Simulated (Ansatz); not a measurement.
Data:

```
CELL_PARAMETERS angstrom
      4.65270     0.00000     0.00000
      2.32635     4.02936     0.00000
      0.00000     0.00000     7.44038
ATOMIC_POSITIONS crystal
  Mg 0.66667 0.66667 0.00252
  Mg 0.33333 0.33333 0.50252
  Te 0.66667 0.66667 0.62268
  Te 0.33333 0.33333 0.12268
```

No spin polarisation.

Level of theory: Kohn–Sham DFT with the PBE functional, run in Ansatz (an electronic-structure program) with PAW and 420 eV plane waves, without spin-orbit coupling. Settings: 8×8×5 k-points, 0.05 eV Fermi–Dirac smearing.

Predict the space group and pressure.


* **Space group**: P6_3mc (No. 186)
* **Pressure (mean of the normal stresses, compression positive)**: -3.8 kbar

The cells carry an imposed strain or load. Whether these cells are dynamically stable was not tested. The cell was made from MgTe in the wurtzite structure (space group P6_3mc, No. 186) by this change: biaxial strain +0.96 %, plane normal [001], relaxed out of plane.
